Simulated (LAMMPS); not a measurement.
LAMMPS 22 Jul 2025, classical MD, SNAP (Si_Zuo_JPCA2020.snapcoeff): Si, 1000 atoms.

```json
{
 "task": "MD, nve",
 "potential": "SNAP, Si_Zuo_JPCA2020.snapcoeff Si_Zuo_JPCA2020.snapparam",
 "copies_of_the_repeat_unit": "5×5×5",
 "shape (slab and sphere leave vacuum in the box)": "bulk",
 "neighbor_skin": "2 Å",
 "neigh_modify": "every 1 delay 0 check yes",
 "newton": "on (default)",
 "atom_modify sort (bins of 2 Å where set)": "1000 (default)",
 "comm_style": "brick (default)",
 "box": "27.2 × 27.2 × 27.2 Å",
 "start": "generated diamond lattice, warmed in an untimed run"
}
```

All runs start from one configuration, warmed at this fixed volume for 300 steps under a thermostat at 300 K. The run at the shortest step has a mean temperature of 300 K and a mean pressure of 2.3 GPa.

Each run covers about 0.40 ps at constant energy (mean temperature 300 K at the shortest step); σ is the standard deviation over the printed steps. One run each, on a shared machine, so no times are given.

Steps tried: 0.5 fs, 1 fs, 2 fs, 2.5 fs, 4 fs, 5 fs, 8 fs, 10 fs, 16 fs, 20 fs, 32 fs.

Task: Up to which step does the ratio σ(E total)/σ(E kinetic) stay under 10 %, and what happens beyond?

Result: 8 fs. The run fails or blows up at 20 fs, 32 fs.

```
time step  σ(E total)/σ(E kinetic)  last minus first total energy (meV/atom)  mean temperature (K)
---------  -----------------------  ----------------------------------------  --------------------
0.5 fs                     0.00023                               under 0.001                   300
1 fs                       0.00091                               under 0.001                   300
2 fs                        0.0036                                   −0.0016                   300
2.5 fs                      0.0056                                   −0.0018                   299
4 fs                         0.014                                   +0.0021                   298
5 fs                         0.023                                    +0.014                   297
8 fs                         0.078                                     +0.16                   291
10 fs                         0.15                                     +0.38                   285
16 fs                         0.96                                      +9.1                   269
20 fs            stops: Lost atoms                                         —                     —
32 fs            stops: Lost atoms                                         —                     —
```

The bar is a choice.
